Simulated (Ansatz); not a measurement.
What isotropic strain +3.00 % does to Pt

The reference is Pt in the fcc (Cu type) structure (space group Fm-3m, No. 225; a = 3.9721 Å; relaxed with 0.1 eV smearing).

Now apply this change: the cell is scaled by 1.0300 in all directions; the atoms relax in the strained cell.

Level of theory: PBE in Ansatz (plane waves to 420 eV, PAW, no spin-orbit coupling). Γ-centred 28×28×28 mesh, Fermi–Dirac width 0.1 eV.

| quantity | base | changed | shift |
|---|---|---|---|
| volume per atom | 15.67 Å³ | 17.12 Å³ | +1.45 Å³ |
| space group | Fm-3m (No. 225) | Fm-3m (No. 225) | – |
| shortest interatomic distance | 2.809 Å | 2.893 Å | +0.084 Å |
| energy relative to the base (free energy F) | 0 meV/atom | +85 meV/atom | +85 meV/atom |
| pressure | 0.0 GPa | -17.1 GPa | -17.1 GPa |
| band gap | zero | zero | – |

Stability against distortions was not tested. All final runs are without spin polarisation. Pt lies near a magnetic instability that expansion can trigger; it was not tested.

Ansatz is a quantum-chemistry and plane-wave program.
